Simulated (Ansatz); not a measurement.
## Effect of isotropic strain +2.40 % on TiO2

Start from TiO$_{2}$ in the rutile structure (space group P4_2/mnm, No. 136; a = 4.5912 Å, c = 2.9390 Å).

Perturbation: an isotropic linear strain of +2.40 %; the atoms relax in the strained cell.

All numbers come from PBEsol (Ansatz, a program for electronic structure; PAW; 420 eV plane waves; no SOC). Settings: 7×7×11 k-points, 0.05 eV Fermi–Dirac smearing.

```tsv
quantity	base	changed	shift
volume per atom	10.33 Å³	11.09 Å³	+0.76 Å³
shortest interatomic distance	3.670 bohr	3.732 bohr	+0.062 bohr
energy relative to the base (free energy F)	0 meV/atom	+36 meV/atom	+36 meV/atom
pressure (mean of the normal stresses, compression positive)	0.00 GPa	-14.01 GPa	-14.01 GPa
band gap	1.87 eV	1.82 eV	-0.05 eV
gap character	direct at Γ	direct at Γ	–
mean gap deformation potential ΔEg/Δln V	–	-0.7 eV	–
width of the top valence band	1.65 eV	1.49 eV	-0.16 eV
electron mass	0.54 mₑ along c, 1.1 mₑ across (at Γ)	0.59 mₑ along c, 1.2 mₑ across (at Γ)	–
valence-band top at Γ (three highest levels, from the VBM)	0.00, -0.45, -0.45 eV	0.00, -0.37, -0.37 eV	–
largest internal atomic displacement	–	0.021 Å	–
```

Final structure:

```
CELL_PARAMETERS angstrom
      4.70139     0.00000     0.00000
      0.00000     4.70139     0.00000
      0.00000     0.00000     3.00959
ATOMIC_POSITIONS crystal
  Ti 0.00000 0.00000 0.00000
  Ti 0.50000 0.50000 0.50000
  O  0.30760 0.30760 0.00000
  O  0.80760 0.19240 0.50000
  O  0.19240 0.80760 0.50000
  O  0.69240 0.69240 0.00000
```

Cost of the whole job for the changed cell (relaxation, final SCF and bands): very roughly 25 core-seconds.

Masses are band curvatures over ±0.01 Å⁻¹ around the edge. Stability against distortions was not tested. The final runs are not spin-polarised.
